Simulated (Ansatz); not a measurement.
A calculation on A15 Nb3Sn (cubic form, which distorts at low temperature) returned lattice constant a 5.289 Å, bulk modulus 174 GPa, formation enthalpy -0.269 eV/atom.

For reference: lattice constant a 5.289 Å (measured, temperature not stated, not corrected to a static lattice; as tabulated in Priinits et al. (2024), arXiv:2406.00817); bulk modulus 165 GPa (measured, 4 K, zero-point motion not removed; as tabulated in Lu and Klein (1997), arXiv:cond-mat/9704251); formation enthalpy -0.158 ± 0.02 eV/atom (measured, 298 K, copied from a table, unchecked, not corrected to a static lattice; as tabulated in Wang et al. (2021), doi:10.1038/s41598-021-94550-5).

**Question.** Which level of theory produced these numbers?
A. r²SCAN+rVV10 (Ansatz, a quantum-chemistry and plane-wave program)
B. PBE-D3(BJ) (Ansatz)
C. PBE-D4 (Ansatz)
D. PBEsol (Ansatz)

**Answer.** A, r²SCAN+rVV10 (Ansatz)

The others give: PBE-D3(BJ) 5.255 Å, 175 GPa, -0.207 eV/atom; PBEsol 5.259 Å, 176 GPa, -0.216 eV/atom; PBE-D4 5.284 Å, 169 GPa, -0.216 eV/atom.

Unless a cell is named, each level is at its own relaxed cell (PBE-D3(BJ) 18.14, PBE-D4 18.44, PBEsol 18.18, r²SCAN+rVV10 18.50 Å³/atom).

Caveats: symmetry holds this phase in the static calculation, where it need not be a minimum (PBE-D3(BJ), PBEsol, PBE-D4, r²SCAN+rVV10). Ansatz's density-functional and Hartree–Fock values are scalar-relativistic unless marked +SOC, with PAW data made under PBE.
